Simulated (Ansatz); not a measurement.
ZnS (model structure, started from the PtS type, P4₂/mmc, No. 131, 4 atoms in the cell): lattice parameter a by level of theory

No measured value is used here.

```tsv
level (code)	value (Å)
PBE (Ansatz)	3.616
PBEsol (Ansatz)	3.545
PBE-D3(BJ) (Ansatz)	…
```

### Question
Fill in the missing entries.

### Answer

- PBE-D3(BJ) (Ansatz, a first-principles code), value (Å): 3.552

Ansatz's density-functional and Hartree–Fock values are scalar-relativistic unless marked +SOC, with PAW data made under PBE.

A model structure was made by putting elements into a prototype or built by hand; it is no filed structure, need not be a known phase, and can be a saddle point held by its symmetry.
